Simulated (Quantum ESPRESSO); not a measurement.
Troubleshooting Quantum ESPRESSO: a failed run on Ge₅P₆O₂₅ (R-3, 36 atoms in the cell). The aim is a self-consistent single point with DFT, PBEsol, plane waves, PseudoDojo standard norm-conserving (PBESOL) pseudopotentials.

Cell that was meant: a = 9.5144 Å, b = 9.5144 Å, c = 9.5144 Å, α = 49.81°, β = 49.81°, γ = 49.81°.

Part of the input:

```fortran
    ecutwfc = 85
    occupations = 'fixed'
    nbnd = 133
    tot_charge = 1
/
&ELECTRONS
    conv_thr = 1.0d-10
```

Output (repeated stretches shortened):

```
     Self-consistent Calculation

     iteration #  1     ecut=    85.00 Ry     beta= 0.70

     WARNING: integrated charge=   248.30000000, expected=   249.00000000

 %%%%%%%%%%%%%%%%%%%%%%%%%%%%%%%%%%%%%%%%%%%%%%%%%%%%%%%%%%%%%%%%%%%%%%%%%%%%%%
     Error in routine electrons (1):
     charge is wrong: smearing is needed
 %%%%%%%%%%%%%%%%%%%%%%%%%%%%%%%%%%%%%%%%%%%%%%%%%%%%%%%%%%%%%%%%%%%%%%%%%%%%%%

     stopping ...
```

Read the log: what does the program object to, and what is the fix?

The fault is an unintended net charge; here the program stops on it instead of giving results. To fix it, remove the charge. The program stopped with an error at about iteration 1.

The sound input it was made from differs as follows (other fixes are possible):
```diff
-    tot_charge = 1
```

With that input, the run converged in 14 iterations: free energy E − TS -24498.1342 eV; top of the valence band (on the code's own zero) 3.54 eV; gap on the k-point mesh 3.92 eV; pressure 2.36 GPa; largest force (vector length) 0.422 eV/Å (DFT, PBEsol, plane waves, PseudoDojo standard norm-conserving (PBESOL) pseudopotentials).

On the sound input: the starting cell comes from a database of computed structures (which also holds hypothetical and non-ambient phases and stackings), without a prior relaxation at this level.
